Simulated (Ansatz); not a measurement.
Consider NbAgO₃ in the cubic perovskite structure (space group Pm-3m, No. 221; a = 3.9499 Å; a cell from a computed database, its experimental status unchecked).

Modification: hydrostatic tension (pressure −1 GPa).

Levels (all Ansatz, a quantum-chemistry and plane-wave program, PAW): PBEsol (420 eV, spin-orbit coupling left out); PBEsol+SOC (420 eV, spin-orbit coupling included).

The geometry is relaxed with PBEsol.

| Quantity | Result |
|---|---|
| PBEsol width of the top valence band | 1.16 eV |
| PBEsol band gap | 1.39 eV |
| PBEsol smallest direct gap | 1.57 eV |

With PBEsol+SOC at the same geometry, the width of the top valence band drops by 0.02 eV, from 1.16 eV to 1.14 eV; the band gap shrinks by 0.016 eV (1.39 eV → 1.38 eV); the smallest direct gap shrinks by 0.117 eV to 1.46 eV.

Single points use the geometry relaxed with PBEsol. Differences between runs with and without spin-orbit coupling are approximate. Load acts through the strain it causes; cell and atoms are relaxed under it. Stability against distortions was not tested. Many cubic perovskites are stable only at high temperature; tilts and polar distortions were not tested.
